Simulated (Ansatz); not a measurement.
SiSe2 (P2₁/c, No. 14, 24 atoms in the cell; start mp-1250007; a measured phase of this formula has another space group), treated with PBEsol+SOC in Ansatz (PAW).

Numerical settings: plane-wave cutoff 520 eV, 6×2×6 k mesh (along the axes of the cell as run), Fermi–Dirac smearing 0.01 eV, PAW data made under PBE.

Cell (relaxed with PBE-D3(BJ)):

```cif
data_Se16Si8
_chemical_formula_sum 'Si8 Se16'
_space_group_name_H-M_alt 'P 1'
_space_group_IT_number 1
_cell_length_a 6.22707
_cell_length_b 16.71554
_cell_length_c 6.14419
_cell_angle_alpha 90.000
_cell_angle_beta 100.498
_cell_angle_gamma 90.000
loop_
_space_group_symop_operation_xyz
  'x, y, z'
loop_
_atom_site_label
_atom_site_type_symbol
_atom_site_fract_x
_atom_site_fract_y
_atom_site_fract_z
_atom_site_occupancy
Si1 Si 0.12598 0.06472 0.12476 1
Si2 Si 0.87402 0.93528 0.87524 1
Si3 Si 0.87402 0.56472 0.37524 1
Si4 Si 0.12598 0.43528 0.62476 1
Si5 Si 0.37226 0.19547 0.37013 1
Si6 Si 0.62774 0.80453 0.62987 1
Si7 Si 0.62774 0.69547 0.12987 1
Si8 Si 0.37226 0.30453 0.87013 1
Se1 Se 0.00288 0.18306 0.24910 1
Se2 Se 0.99712 0.81694 0.75090 1
Se3 Se 0.99712 0.68306 0.25090 1
Se4 Se 0.00288 0.31694 0.74910 1
Se5 Se 0.50213 0.31175 0.24462 1
Se6 Se 0.49787 0.68825 0.75538 1
Se7 Se 0.49787 0.81175 0.25538 1
Se8 Se 0.50213 0.18825 0.74462 1
Se9 Se 0.49543 0.07660 0.25002 1
Se10 Se 0.50457 0.92340 0.74998 1
Se11 Se 0.50457 0.57660 0.24998 1
Se12 Se 0.49543 0.42340 0.75002 1
Se13 Se 0.00971 0.44919 0.25009 1
Se14 Se 0.99029 0.55081 0.74991 1
Se15 Se 0.99029 0.94919 0.24991 1
Se16 Se 0.00971 0.05081 0.75009 1
```

Problem. Estimate the band gap and direct gap at Γ that the calculation returns.

Solution. 
* **band gap**: 2.09 eV (on the SCF k mesh)
* **direct gap at Γ**: 2.38 eV

Note: cell and atoms aren't relaxed at this level.

Static lattice: no zero-point or thermal effects.

A start named mp-… is a Materials Project structure, which need not be a measured phase.

Ansatz is a first-principles code.
